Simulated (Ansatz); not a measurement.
Fermi-surface figures of metals: Rh (Fm-3m) under several functionals (Ansatz, a quantum-chemistry and plane-wave program, without spin-orbit coupling). The PBE cell:

```xyz
1
Lattice="0.0000 1.9146 1.9146 1.9146 0.0000 1.9146 1.9146 1.9146 0.0000" Properties=species:S:1:pos:R:3 pbc="T T T"
Rh     0.0000     0.0000     0.0000
```

```tsv
Functional	cell relaxed with	volume (Å³/atom)	density of states at the Fermi level per atom	Drude plasma energy	root-mean-square Fermi velocity
PBE	PBE	14.04	1.33 states/eV	9.9 eV	6.3 ×10⁵ m/s
PBEsol	PBEsol	13.50	1.24 states/eV	10.2 eV	6.6 ×10⁵ m/s
r2SCAN	PBEsol	13.50	?	?	?
```

Q: Given the cheaper levels, estimate the r2SCAN row.

A: 
- r2SCAN, density of states at the Fermi level per atom: 1.19 states/eV
- r2SCAN, Drude plasma energy: 10.5 eV
- r2SCAN, root-mean-square Fermi velocity: 6.9 ×10⁵ m/s

For the density of states at the Fermi level per atom, PBE gives 1.33 states/eV and r2SCAN 1.19 states/eV: PBE lies 12 % above.

Metals at this level; values at 300 K, both spins, means over directions. As a rough test of the mesh, the Fermi surface's area from every second k point differs by up to 5 %. Spin-orbit coupling is left out.
